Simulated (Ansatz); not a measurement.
# Effect of pressure 75 GPa on Si

The reference is Si in the diamond structure (space group Fd-3m, No. 227; a = 5.444 Å).

It is then changed as follows: cell and atoms relaxed at a pressure of 75 GPa.

The values are results of DFT with r2SCAN, PAW potentials and a 500 eV plane-wave cutoff in Ansatz (an electronic-structure program), scalar-relativistic without spin-orbit coupling, not measurements. Γ-centred 10×10×10 mesh, Fermi–Dirac width 0.05 eV.

The volume per atom drops by 6.25 Å³ to 13.92 Å³ and the density goes up by 1.04 g/cm³ (2.31 g/cm³ → 3.35 g/cm³). The lattice parameter a decreases by 0.6326 Å (5.444 Å → 4.812 Å) and the shortest interatomic distance falls by 0.274 Å, from 2.357 Å to 2.083 Å. The enthalpy H = E + PV relative to the base's energy amounts to +7.60 eV/atom and the band gap becomes zero (base: 0.78 eV).

A case with no gap was solved on a k-mesh chosen for an insulator, which is coarse for it. Load acts through the strain it causes; cell and atoms are relaxed under it. Whether these cells are dynamically stable was not tested. Measured, Si leaves this structure (for the β-tin structure) near 12 GPa (room temperature; as listed in arXiv:1906.07825). A zero or small gap of Si under pressure 75 GPa can be the functional's error rather than a property of the material.
